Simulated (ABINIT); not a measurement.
Band structure of Al2Pd (Fm-3m, 3 atoms in the cell).

```
CELL_PARAMETERS angstrom
      0.00000     2.94954     2.94954
      2.94954     0.00000     2.94954
      2.94954     2.94954     0.00000
ATOMIC_POSITIONS crystal
  Al 0.25000 0.25000 0.25000
  Al 0.75000 0.75000 0.75000
  Pd 0.00000 0.00000 0.00000
```

Method of the run: PBEsol, PAW (JTH v2.0 PBE PAW, files made for PBE) (plane waves; ABINIT).

Settings: pseudos = [Al.GGA_PBE-JTH.xml, Pd.GGA_PBE-JTH.xml]; ecut = 24 Ha; pawecutdg = 48 Ha; pawxcdev = 0; ixc = -116133; occopt = 7; tsmear = 0.136 eV; ngkpt = 7 7 7; nshiftk = 1; shiftk = 0 0 0; potentials = JTH v2.0 PBE PAW; kptopt = 1; nstep = 60.

The starting cell comes from a database of computed structures (which also holds hypothetical and non-ambient phases and stackings), without a prior relaxation at this level. Spin polarisation is off. The potentials were made for another functional than the one used.

Levels in eV from the Fermi level, bands 9 to 16:
```
point      9     10     11     12     13    14    15    16
-----  -----  -----  -----  -----  -----  ----  ----  ----
Γ      -3.67  -3.67   3.24   4.10   4.10  4.10  4.59  4.59
X      -3.77  -3.30  -2.75  -1.38  -1.38  2.23  3.16  8.43
W      -3.77  -3.05  -2.80  -2.80  -1.12  4.89  4.89  6.08
K      -3.63  -3.61  -3.12  -2.04  -0.51  2.73  5.44  6.74
L      -3.51  -3.51  -3.32   1.29   1.29  3.94  4.44  4.44
U      -3.63  -3.61  -3.12  -2.04  -0.51  2.73  5.44  6.74
```

Bands cross the Fermi level along this path, so the cell is metallic at this level.
